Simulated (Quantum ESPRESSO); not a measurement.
**A series of runs on ZnNi3Sb2 (P-3m1, 6 atoms in the cell)**

```xyz
6
Lattice="4.1513 0.0000 0.0000 -2.0757 3.5952 0.0000 0.0000 0.0000 6.3593" Properties=species:S:1:pos:R:3 pbc="T T T"
Zn     0.0000     0.0000     0.0000
Ni     0.0000     0.0000     3.1796
Ni     0.0000     2.3968     5.6705
Ni     2.0757     1.1984     0.6887
Sb     0.0000     2.3968     1.9211
Sb     2.0757     1.1984     4.4381
```

Base run A: PBEsol, PSlibrary PAW (PBE) pseudopotentials in Quantum ESPRESSO, self-consistent single point.

Its settings: ecutwfc = 50 Ry; ecutrho = 300 Ry; occupations = smearing; smearing = gaussian; degauss = 0.0073499 Ry; input_dft = pbesol; K_POINTS = automatic 8 8 4 0 0 0; conv_thr = 1e-10 Ry; mixing_beta = 0.5.

The starting cell comes from a database of computed structures (which also holds hypothetical and non-ambient phases and stackings), without a prior relaxation at this level. Its lattice was rescaled by a random factor within 2.5 % of one. Spin polarisation is off. In the base run, with a pressure of about -6 GPa the cell is away from its equilibrium volume at this level.

ΔF is the free energy per atom less that of run A. 

Run A gave: pressure (GPa) -5.97; largest force (eV/Å) 0.167.

Runs:
- B: lattice scaled by 0.97
- C: lattice scaled by 0.97; ecutwfc: 50 Ry → 30 Ry; ecutrho: 300 Ry → 180 Ry
- D: lattice scaled by 0.985
- E: lattice scaled by 0.985; ecutwfc: 50 Ry → 30 Ry; ecutrho: 300 Ry → 180 Ry
- F: lattice scaled by 1.015
- G: lattice scaled by 1.015; ecutwfc: 50 Ry → 30 Ry; ecutrho: 300 Ry → 180 Ry
- H: lattice scaled by 1.03
- I: lattice scaled by 1.03; ecutwfc: 50 Ry → 30 Ry; ecutrho: 300 Ry → 180 Ry
- J: ecutwfc: 50 Ry → 30 Ry; ecutrho: 300 Ry → 180 Ry

Question: What does run D change against A?

Answer: The free energy falls by 11.0 meV/atom, the pressure goes from -5.97 to -0.50 GPa and the largest force goes from 0.167 to 0.063 eV/Å.

Question: What does run C change against A?

Answer: The free energy rises by 240 meV/atom, the pressure goes from -5.97 to -12.23 GPa and the largest force goes from 0.167 to 0.245 eV/Å.

```csv
run,ΔF (meV/atom),pressure (GPa),largest force (eV/Å)
A,0.00,-5.97,0.167
B,4.7,6.46,0.244
C,240.2,-12.23,0.245
D,-11.0,-0.50,0.063
E,224.0,-18.38,0.063
F,33.3,-10.22,0.300
G,268.3,-26.61,0.309
H,85.2,-13.47,0.411
I,320.2,-29.17,0.418
J,234.8,-23.08,0.174
```
